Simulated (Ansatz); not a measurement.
The parent structure is LiH in the zinc blende structure (space group F-43m, No. 216; a = 4.287 Å; a hypothetical phase, not in the database extracts checked).

(Cell as relaxed with PBE.)

Levels (all Ansatz, a program for electronic structure, PAW): PBE (420 eV, without spin-orbit coupling); PBEsol (420 eV, no spin-orbit coupling).

Each level relaxes its own structure.

```json
[
 {"base": "volume per atom", "PBE": "9.85 Å³", "PBEsol": "9.65 Å³"},
 {"base": "lattice parameter a", "PBE": "428.7 pm", "PBEsol": "425.7 pm"},
 {"base": "band gap", "PBE": "4.20 eV", "PBEsol": "4.01 eV"}
]
```

Now apply this change: every Li is replaced by Na, then cell and atoms are relaxed.

```csv
quantity,PBE,PBEsol
electron mass,"0.30 mₑ along k, 1.0 mₑ across (at L)",___
band gap,3.60 eV,___
gap character,"indirect, W → L",___
lattice parameter a,521.8 pm,___
```

Predict the PBEsol column.


- electron mass, PBEsol: 0.28 mₑ along k, 1.0 mₑ across (at L)
- band gap, PBEsol: 3.41 eV
- gap character, PBEsol: indirect, W → L
- lattice parameter a, PBEsol: 517.7 pm

PBE's band gap lies 0.195 eV above PBEsol's; PBE's lattice parameter a lies 4.16 pm above PBEsol's (0.8 %); the two agree on the gap character. Neither level is exact; PBEsol is the comparison here, not a measurement.

Effective masses come from finite differences of ±0.01 Å⁻¹. Along k means along the line from Γ to the band edge. Stability against distortions was not tested. As relaxed here, NaH is a hypothetical phase, not in the database extracts checked.
